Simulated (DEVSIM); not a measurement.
Device: Schottky contact on n-type Si, at 250 K.

| layer (left to right) | material | thickness (μm) | Nd (cm⁻³) | τn (s) | τp (s) |
|---|---|---|---|---|---|
| 1 | Si | 5.90 | 5e15 | 1.5e-7 | 1.5e-7 |

Left contact: Schottky, work function 4.81 eV, emission velocity 2e6 cm/s. Right contact: ohmic. Voltage is applied to the left contact. Recombination: SRH at mid-gap. Mobility is constant in doping.

Constants are typed, rounded textbook-type inputs, not results; the design itself was drawn at random and stands for no fabricated device. Values at 300 K; Nc and Nv go as T^1.5, mobilities as T to minus their exponent, the gap by Varshni's rule with the affinity fixed.

```tsv
parameter	Si
gap (eV)	1.124
affinity (eV)	4.05
permittivity	11.7
Nc (cm⁻³)	2.86e19
Nv (cm⁻³)	3.1e19
μn (cm²/Vs)	1417
μp (cm²/Vs)	470
T exponent of μn	2.3
T exponent of μp	2.2
Varshni α (eV/K)	0.000473
Varshni β (K)	636
```

DEVSIM, 1D drift-diffusion, Boltzmann statistics, complete ionisation; no tunnelling, impact ionisation, image-force lowering or self-heating. Metal contacts follow the ideal Schottky-Mott rule: no Fermi-level pinning, no interface dipoles.

Q: Tabulate band edges, carrier densities and field at -5.0 V on the left contact.

A: Energies count from the Fermi level of the right contact; mesh points crowd at the junctions.

| x (μm) | Ec (eV) | Ev (eV) | n (cm⁻³) | p (cm⁻³) | field (V/cm) |
|---|---|---|---|---|---|
| 0.000 | 5.760 | 4.624 | 100 | 6.2e11 | -93000 |
| 0.01208 | 5.649 | 4.512 | 100 | 3.5e9 | -92000 |
| 0.03243 | 5.463 | 4.327 | 110 | 650000 | -90000 |
| 0.06070 | 5.211 | 4.075 | 110 | 370 | -88000 |
| 0.1254 | 4.658 | 3.522 | 130 | 350 | -83000 |
| 0.2001 | 4.059 | 2.923 | 150 | 340 | -77000 |
| 0.3260 | 3.148 | 2.012 | 200 | 320 | -68000 |
| 0.5685 | 1.738 | 0.602 | 350 | 260 | -49000 |
| 0.9010 | 0.545 | -0.592 | 2.3e8 | < 1e2 | -23000 |
| 1.363 | 0.181 | -0.955 | 4.8e15 | < 1e2 | -150 |
| 2.055 | 0.180 | -0.956 | 5.0e15 | < 1e2 | ≈ 0 |
| 3.495 | 0.180 | -0.956 | 5.0e15 | < 1e2 | ≈ 0 |
| 4.368 | 0.180 | -0.956 | 5.0e15 | < 1e2 | ≈ 0 |
| 4.886 | 0.180 | -0.956 | 5.0e15 | < 1e2 | ≈ 0 |
| 5.335 | 0.180 | -0.956 | 5.0e15 | < 1e2 | ≈ 0 |
| 5.531 | 0.180 | -0.956 | 5.0e15 | < 1e2 | ≈ 0 |
| 5.662 | 0.180 | -0.956 | 5.0e15 | < 1e2 | ≈ 0 |
| 5.756 | 0.180 | -0.956 | 5.0e15 | < 1e2 | ≈ 0 |
| 5.829 | 0.180 | -0.956 | 5.0e15 | < 1e2 | ≈ 0 |
| 5.861 | 0.180 | -0.956 | 5.0e15 | < 1e2 | ≈ 0 |
| 5.882 | 0.180 | -0.956 | 5.0e15 | < 1e2 | ≈ 0 |
| 5.900 | 0.180 | -0.956 | 5.0e15 | < 1e2 | ≈ 0 |
